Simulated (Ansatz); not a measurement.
B20 (FeSi-type) CoSi: PBE at its full settings (plane-wave cutoff 520 eV, 12×12×12 k mesh, Fermi–Dirac smearing 0.05 eV, no spin polarisation, scalar-relativistic PAW data made under PBE) and at cheaper ones, in a cell of 8 atoms with Γ-centred meshes.

```json
[
 {"level and setting": "PBE (Ansatz)", "lattice constant a (Å)": "4.431", "bulk modulus B0 (GPa)": "219"},
 {"level and setting": "PBE (300 eV cutoff) (Ansatz)", "lattice constant a (Å)": "4.436", "bulk modulus B0 (GPa)": "202"},
 {"level and setting": "PBE (Γ point alone) (Ansatz)", "lattice constant a (Å)": "4.503", "bulk modulus B0 (GPa)": "152"},
 {"level and setting": "PBE (2×2×2 k mesh) (Ansatz)", "lattice constant a (Å)": "4.440", "bulk modulus B0 (GPa)": "215"},
 {"level and setting": "PBE (4×4×4 k mesh) (Ansatz)", "lattice constant a (Å)": "4.431", "bulk modulus B0 (GPa)": "219"},
 {"level and setting": "PBE (6×6×6 k mesh) (Ansatz)", "lattice constant a (Å)": "4.431", "bulk modulus B0 (GPa)": "219"},
 {"level and setting": "PBE (Fermi-Dirac smearing of 0.3 eV) (Ansatz)", "lattice constant a (Å)": "4.444", "bulk modulus B0 (GPa)": "207"}
]
```

Largest shifts from the full settings: lattice constant a +1.62 % (PBE (Γ point alone)), against a difference of -0.29 % of the full result from the reference 4.444 Å (measured, temperature not stated, not corrected to a static lattice; as tabulated in Wikipedia's data pages); bulk modulus -31 % (PBE (Γ point alone)), against a difference of +5.8 % of the full result from the reference 207 GPa (measured, temperature not stated, not corrected to a static lattice; as tabulated in Electronic Structure of B20 (FeSi-Type) Transition-Metal Monosilicides …).

The full settings aren't shown to be converged themselves.

Ansatz's density-functional and Hartree–Fock values are scalar-relativistic unless marked +SOC, with PAW data made under PBE.

Run with cheap settings on purpose, which may leave them unconverged: PBE (2×2×2 k mesh), PBE (300 eV cutoff), PBE (4×4×4 k mesh), PBE (6×6×6 k mesh), PBE (Fermi-Dirac smearing of 0.3 eV), PBE (Γ point alone).

Ansatz is an electronic-structure program.
